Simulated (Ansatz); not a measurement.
```xyz
56
Lattice="22.0000 0.0000 0.0000 0.0000 22.0000 0.0000 0.0000 0.0000 4.2710" Properties=species:S:1:pos:R:3 pbc="T T T"
C     16.5196    11.0000     2.8464
C     16.3812    12.2282     3.5601
C     16.5196    11.0000     1.4246
C     15.9730    13.3948     2.8464
C     15.3154    14.4414     3.5601
C     16.3812    12.2282     0.7109
C     15.9730    13.3948     1.4246
C     14.4414    15.3154     2.8464
C     13.3948    15.9730     3.5601
C     15.3154    14.4414     0.7109
C     14.4414    15.3154     1.4246
C     12.2282    16.3812     2.8464
C     11.0000    16.5196     3.5601
C     13.3948    15.9730     0.7109
C     12.2282    16.3812     1.4246
C      9.7718    16.3812     2.8464
C      8.6052    15.9730     3.5601
C     11.0000    16.5196     0.7109
C      9.7718    16.3812     1.4246
C      7.5586    15.3154     2.8464
C      6.6846    14.4414     3.5601
C      8.6052    15.9730     0.7109
C      7.5586    15.3154     1.4246
C      6.0270    13.3948     2.8464
C      5.6188    12.2282     3.5601
C      6.6846    14.4414     0.7109
C      6.0270    13.3948     1.4246
C      5.4804    11.0000     2.8464
C      5.6188     9.7718     3.5601
C      5.6188    12.2282     0.7109
C      5.4804    11.0000     1.4246
C      6.0270     8.6052     2.8464
C      6.6846     7.5586     3.5601
C      5.6188     9.7718     0.7109
C      6.0270     8.6052     1.4246
C      7.5586     6.6846     2.8464
C      8.6052     6.0270     3.5601
C      6.6846     7.5586     0.7109
C      7.5586     6.6846     1.4246
C      9.7718     5.6188     2.8464
C     11.0000     5.4804     3.5601
C      8.6052     6.0270     0.7109
C      9.7718     5.6188     1.4246
C     12.2282     5.6188     2.8464
C     13.3948     6.0270     3.5601
C     11.0000     5.4804     0.7109
C     12.2282     5.6188     1.4246
C     14.4414     6.6846     2.8464
C     15.3154     7.5586     3.5601
C     13.3948     6.0270     0.7109
C     14.4414     6.6846     1.4246
C     15.9730     8.6052     2.8464
C     16.3812     9.7718     3.5601
C     15.3154     7.5586     0.7109
C     15.9730     8.6052     1.4246
C     16.3812     9.7718     0.7109
```

Computed with PBE (plane waves to 420 eV, PAW; Ansatz, a first-principles code). Mesh 1×1×18. No spin polarisation. One-dimensional cell, images about 11 Å apart. An idealised model, rolled from the flat sheet. It keeps the symmetry and period of its start, so it need not be a minimum against all distortions.

Question: Tabulate the two highest filled and two lowest empty levels along the axis, from the valence top.

Answer: 
```csv
k (2π/c),v2 (eV),v1 (eV),c1 (eV),c2 (eV)
0.000,0.00,0.00,0.71,0.71
0.042,-0.11,-0.11,0.81,0.81
0.083,-0.34,-0.34,1.02,1.02
0.125,-0.61,-0.61,1.26,1.26
0.167,-0.90,-0.90,1.51,1.51
0.208,-1.19,-1.19,1.76,1.76
0.250,-1.42,-1.42,1.87,1.87
0.292,-1.54,-1.54,1.92,1.92
0.333,-1.68,-1.68,1.99,1.99
0.375,-1.83,-1.83,2.09,2.09
0.417,-1.98,-1.98,2.14,2.14
0.458,-1.95,-1.95,2.09,2.09
0.500,-1.95,-1.95,2.07,2.07
```
